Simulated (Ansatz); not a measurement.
We consider Co3CuB (model structure, started from the Mn3GaN type, Pm-3m, No. 221, 5 atoms in the cell), described by LDA (Ansatz, a first-principles code, PAW).

Numerical settings: plane-wave cutoff 520 eV, 14×14×14 k mesh, Fermi–Dirac smearing 0.05 eV, spin-polarised with parallel moments, scalar-relativistic PAW data made under PBE.

Cell (relaxed at this level):

```
Co3CuB
1.0
    3.68618     0.00000     0.00000
    0.00000     3.68618     0.00000
    0.00000     0.00000     3.68618
Co Cu B
3 1 1
Direct
  0.50000   0.50000   0.00000
  0.00000   0.50000   0.50000
  0.50000   0.00000   0.50000
  0.00000   0.00000   0.00000
  0.50000   0.50000   0.50000
```
Starting moments (μB, in the order of the record's atoms Co Co Co Cu B): 3.0 3.0 3.0 0.0 0.0.

Predict the bulk modulus B0.


bulk modulus B0: 227 GPa

The run finds no gap.

Note: the magnetic order was assumed, not searched for or taken from measurement; the bulk modulus is −V dP/dV from two relaxed cells at ±2 % in volume; the moments ended far under their starting size, a low-moment state that need not be the lowest; the relaxation could raise the start's symmetry but not lower it, so the cell can be a saddle point.

Static lattice: no zero-point or thermal effects.

It cost about 10 core-minutes (a rough figure) of CPU time.

A model structure was made by putting elements into a prototype or built by hand; it is no filed structure, need not be a known phase, and can be a saddle point held by its symmetry.
